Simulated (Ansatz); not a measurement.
We consider cubic perovskite CsSnI₃ (cubic high-temperature phase), described by PBE (PAW; Ansatz, a first-principles code).

Numerical settings: plane-wave cutoff 520 eV, 6×6×6 k mesh, Fermi–Dirac smearing 0.01 eV, scalar-relativistic PAW data made under PBE.

Computed at the level's own relaxed cell.

Question: Estimate the bulk modulus B0, pressure derivative B′ of the bulk modulus, band gap and Γ–Γ gap that the calculation returns.

Answer: 
- bulk modulus B0: 15.4 GPa
- pressure derivative B′ of the bulk modulus: 4.6
- band gap: 0.48 eV
- Γ–Γ gap: 4.32 eV

Note: the relaxation could not lower the start's symmetry, so the cell can be a saddle point above a distorted one.

Spin–orbit coupling is not included; with these elements it can move the gap by several tenths of an eV or more.

The computed numbers hold no vibrational or temperature effects.

It cost about 5 core-minutes (a rough figure) of CPU time.
